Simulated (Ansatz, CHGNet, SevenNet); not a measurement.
## How the equilibrium lattice constant a of WGe₂ (model structure, started from the AlB2 type, P6/mmm, No. 191, 3 atoms in the cell) moves with the method

No measured value is used here.

```csv
level (code),value (Å)
CHGNet 0.3.0,4.515
CHGNet-r²SCAN,4.461
SevenNet-l3i5,4.634
LDA (Ansatz),4.540
PBEsol (Ansatz),4.572
r²SCAN (Ansatz),4.589
r²SCAN+rVV10 (Ansatz),4.571
```

Density-functional levels without +SOC have no spin–orbit coupling. CHGNet 0.3.0, CHGNet-r²SCAN, SevenNet-l3i5: the cell moved over 20 % in volume from its start. LDA, PBEsol, r²SCAN, r²SCAN+rVV10: the run has no spin polarisation, so it can have missed a magnetic state. Cutoffs differ between the levels. Ansatz's density-functional and Hartree–Fock values are scalar-relativistic unless marked +SOC, with PAW data made under PBE.

Machine-learned potentials (CHGNet 0.3.0, CHGNet-r²SCAN, SevenNet-l3i5) are trained on DFT data: a solid inside that data is no test of them.

A model structure was made by putting elements into a prototype or built by hand; it is no filed structure, need not be a known phase, and can be a saddle point held by its symmetry.

Ansatz is a first-principles code.
